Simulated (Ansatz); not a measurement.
We consider MoS₂ (R3m, No. 160, 3 atoms in the cell; start mp-1434; a measured phase of this formula has another space group), described by PBE (Ansatz, a quantum-chemistry and plane-wave program, plane waves, PAW).

Settings: plane-wave cutoff 500 eV, 14×14×14 k mesh, Fermi–Dirac smearing 0.05 eV, no spin polarisation, scalar-relativistic PAW data made under PBE.

Cell (relaxed at this level):

```cif
data_MoS2
_chemical_formula_sum 'Mo1 S2'
_space_group_name_H-M_alt 'P 1'
_space_group_IT_number 1
_cell_length_a 7.61299
_cell_length_b 7.61299
_cell_length_c 7.61299
_cell_angle_alpha 24.149
_cell_angle_beta 24.149
_cell_angle_gamma 24.149
loop_
_space_group_symop_operation_xyz
  'x, y, z'
loop_
_atom_site_label
_atom_site_type_symbol
_atom_site_fract_x
_atom_site_fract_y
_atom_site_fract_z
_atom_site_occupancy
Mo1 Mo 0.99978 0.99978 0.99978 1
S1 S 0.40362 0.40362 0.40362 1
S2 S 0.26261 0.26261 0.26261 1
```

### Question
What does this level give for the band gap?

### Answer

- band gap = 1.51 eV (on the SCF k mesh)

Note: the relaxation could not lower the start's symmetry, so the cell can be a saddle point above a distorted one; the cell has widely spaced layers and the level no dispersion term, so their spacing and the moduli can rest on weak binding.

Spin–orbit coupling is not included.

Computed values are for the static lattice.

It cost roughly 6 core-minutes of CPU time.

A start named mp-… is a Materials Project structure, which need not be a measured phase.
